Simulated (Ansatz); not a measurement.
The starting structures come from a database of crystals and need not be the phases stable at ambient conditions.

The decay constant κ of evanescent states in the gap governs leakage through a thin film.

Given:

```
FeAsS
1.0
    5.71180     0.00000     0.00000
   -2.10204     7.73213     0.00000
    0.00000     4.11233     3.85821
Fe As S
4 4 4
Direct
  0.79651   0.28712   0.22171
  0.20349   0.71288   0.77829
  0.70349   0.71288   0.29595
  0.29651   0.28712   0.70405
  0.62796   0.85295   0.77799
  0.37204   0.14705   0.22201
  0.87204   0.14705   0.98389
  0.12796   0.85295   0.01611
  0.32199   0.65224   0.47787
  0.67801   0.34776   0.52213
  0.17801   0.34776   0.28235
  0.82199   0.65224   0.71765
```

Space group of this cell: P2_1/c. The cell is taken as given.

Transport runs along the normal of the first two printed cell vectors.

No gap correction and no spin-orbit coupling; mid-gap values are interpolated between computed energies.

Task: Estimate the band gap and the smallest decay constant κ at mid-gap that r2SCAN (Ansatz, an electronic-structure program) returns for this system.

Result: Gap 0.83 eV on a 6×8×8 mesh; κ = 0.216 1/Å, at (0.500, 0.250) of the in-plane reciprocal vectors. At the zone centre, at the nearest computed energy, the slowest state has κ = 0.27 1/Å.
